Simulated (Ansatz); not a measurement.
Consider SiC in the wurtzite structure (space group P6_3mc, No. 186; a = 3.076 Å, c = 5.048 Å). Axes: x lies along a and z along c of the hexagonal cell.

All numbers come from PBEsol, PAW, 420 eV (Ansatz, a quantum-chemistry and plane-wave program; no SOC).

Now apply this change: an isotropic linear strain of +2.40 %; the atoms relax in the strained cell.

Predict the stress tensor and what it implies for the stiffness.

Stress of the strained cell less that of the base (GPa, compression positive):
```
 -13.85    0.00    0.00
   0.00  -13.85    0.00
   0.00    0.00  -13.59
```

Then B = −ΔP/(ΔV/V₀) with ΔV/V₀ = 0.0737 gives secant stiffness values (nonlinear terms included at this strain): B (at held cell shape, above the free-shape value) ≈ 187 GPa.

As a check, the harmonic strain energy −½ V₀ Δσ:ε is 32 meV/atom; the computed energy rise is 35 meV/atom.

Stability against distortions was not tested.
